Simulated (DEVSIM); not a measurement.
System: Pd/AlN/n-GaAs capacitor, at 300 K.

Layer 1 from the left is AlN, thickness (nm) 3.10. Layer 2 from the left is GaAs, thickness (nm) 3300, Nd (cm⁻³) 3.9e16.

Metal gate on the left, work function 5.2 eV. Fixed charge at the semiconductor interface 0 cm⁻² (in units of +e); no interface traps.

The device is made up for the run: typed textbook-type constants, with dimensions and the other settings drawn at random. Values at 300 K.

AlN: gap (eV) 6.1, affinity (eV) 1.9, permittivity 8.5. GaAs: gap (eV) 1.424, affinity (eV) 4.07, permittivity 12.9, Nc (cm⁻³) 4.7e17, Nv (cm⁻³) 9e18.

**Question.** Estimate by hand the flat-band voltage, the threshold voltage, and compare with a numerical solution.

**Answer.** 
- Flat-band voltage: C = 2.43 μF/cm², work-function difference 1.066 V; VFB = φms − qNf/C = 1.07 V; numerical 1.07 V.
- Threshold voltage: φF = 0.609 V, depletion charge √(4εqNφF) = 1.32e-7 C/cm²; VT = VFB − 2φF − Qd/C = -0.21 V; numerical -0.21 V.

Simulated with DEVSIM: 1D Poisson equation in equilibrium, Boltzmann statistics, complete ionisation; no quantum confinement or tunnelling. Metal contacts follow the ideal Schottky-Mott rule: no Fermi-level pinning, no interface dipoles.
